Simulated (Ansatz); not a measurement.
System: TmGa₃ (Pm-3m, No. 221). Method: r²SCAN+rVV10 in Ansatz (PAW).

Settings: plane-wave cutoff 560 eV, 14×14×14 k mesh, Fermi–Dirac smearing 0.05 eV, spin-polarised with parallel moments, scalar-relativistic PAW data made under PBE.

Computed at the level's own relaxed cell.

Question: What does this level give for the lattice constant a?

Answer: 
* **lattice constant a**: 4.175 Å

Note: the magnetic order was assumed, not searched for or taken from measurement; the 4f shell is treated without U or exact exchange, so its levels and filling can be wrong.

Spin–orbit coupling is not included.

The result took about 15 core-minutes (a rough figure).

Ansatz is a quantum-chemistry and plane-wave program.
